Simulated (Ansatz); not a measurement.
Ansatz (an electronic-structure program) run on LaGa (Cm, 4 atoms in the cell): self-consistent single point.

Level of theory: LDA (PW92), default PAW files made with PBE (plane waves; Ansatz).

```
CELL_PARAMETERS angstrom
      2.30652    -5.75041     0.00000
      2.30652     5.75041     0.00000
      0.00000     0.00000     4.27854
ATOMIC_POSITIONS crystal
  La 0.86046 0.13954 0.26169
  La 0.13954 0.86046 0.75000
  Ga 0.56722 0.43278 0.25000
  Ga 0.43278 0.56722 0.75000
```

Reference input (self-consistent single point, DFT, LDA (PW92), plane waves, default PAW files made with PBE): basis.ecutwfc = 420 eV; kpoints.mp_grid.grid = 6 6 6; hamiltonian.xc = lda; hamiltonian.pseudopotentials = {kind: paw} (the program's default PAW files); scf.occupations.method = gaussian; scf.occupations.width = 0.1 eV. This run's input differs from it in these lines:

Ansatz 0.2 input:
```diff
@@ -14,3 +14,3 @@
 kpoints:
-  mp_grid: { grid: [6, 6, 6] }
+  mp_grid: { grid: [7, 7, 7] }
 hamiltonian:
@@ -19,3 +19,3 @@
 scf:
-  occupations: { method: gaussian, width: 0.1 }
+  occupations: { method: gaussian, width: 0.3 }
 output:
```

Log, with long lists cut:

```
SCF iter   1: F=—  HF=-19568.501645 eV  |F-HF|=—  |Δ(HF+E_count)|=         —  Δρ=5.89e-3  dr2=4.58e-2  ethr=1.77e-3  ⟨swp⟩=4.8  Hψ=10869  notcnv=0
all-band conjugate gradients solve this SCF's bands
preconditioner: auto → Kerker (q_TF=auto, 2.364 Å⁻¹)
SCF iter   2: F=—  HF=-19568.492022 eV  |F-HF|=—  |Δ(HF+E_count)|=   9.62e-3  Δρ=3.11e-3  dr2=1.63e-2  ethr=9.53e-5  ⟨swp⟩=2.2  Hψ=5243  notcnv=0
SCF iter   3: F=—  HF=-19568.488852 eV  |F-HF|=—  |Δ(HF+E_count)|=   3.17e-3  Δρ=3.88e-4  dr2=2.26e-4  ethr=3.39e-5  ⟨swp⟩=2.0  Hψ=3789  notcnv=0
SCF iter   4: F=—  HF=-19568.488825 eV  |F-HF|=—  |Δ(HF+E_count)|=   2.65e-5  Δρ=2.49e-4  dr2=7.92e-5  ethr=4.72e-7  ⟨swp⟩=2.0  Hψ=5301  notcnv=0
SCF iter   5: F=—  HF=-19568.488788 eV  |F-HF|=—  |Δ(HF+E_count)|=   3.76e-5  Δρ=1.08e-4  dr2=1.58e-5  ethr=1.65e-7  ⟨swp⟩=2.0  Hψ=4563  notcnv=0
SCF iter   6: F=—  HF=-19568.488784 eV  |F-HF|=—  |Δ(HF+E_count)|=   3.79e-6  Δρ=2.86e-5  dr2=1.55e-6  ethr=3.30e-8  ⟨swp⟩=2.0  Hψ=4466  notcnv=0
SCF iter   7: F=-19568.488784 eV  HF=-19568.488784 eV  |F-HF|=5.45e-9  |Δ(HF+E_count)|=   3.60e-7  Δρ=7.09e-6  dr2=6.67e-8  ethr=2.08e-10  ⟨swp⟩=9.5  Hψ=16420  notcnv=0
SCF 1 converged in 7 iterations: F = -19568.488784 eV  dr2 = 6.67e-8
Free energy (F): -19568.488784 eV
Internal energy: -19568.291395 eV  (E = F + TS)
E sigma→0 (E₀):  -19568.390089 eV
Entropy (-TS):   -0.197388 eV (-49.347 meV/atom)
Fermi energy:    9.803385 eV
--- Forces (eV/Å), atoms counted from 1 ---
  atom   1  La     0.00000000    -0.05225288    -0.12289289
  atom   2  La     0.00000000     0.05483193     0.02940181
  atom   3  Ga     0.00000000    -0.00207843    -0.01008408
  atom   4  Ga     0.00000000    -0.00050039     0.10357004
--- Stress (GPa, compression-positive) ---
       -4.841421       0.000000       0.000000
        0.000000      -4.184575      -0.125896
        0.000000      -0.125896      -4.839662
  P = ⅓ Tr σ = -4.6219 GPa (-46.219 kbar)
  The stress holds the Pulay correction. Without it, at fixed plane waves, as pw.x and ABINIT print it: P = -4.6320 GPa
```

The run converged in 7 iterations. Against the reference run the free energy falls by 20.9 meV/atom, the pressure goes from -4.73 to -4.62 GPa and the largest force stays at 0.134 eV/Å.

The starting cell comes from a database of computed structures (which also holds hypothetical and non-ambient phases and stackings), without a prior relaxation at this level. Its lattice was rescaled by up to half a per cent. One atom was moved a little off its site on purpose. With a pressure of about -5 GPa the cell is away from its equilibrium volume at this level. Ansatz's pressure includes its estimate of the finite-basis (Pulay) stress.

Cost on one core of a shared machine: roughly 30 s.
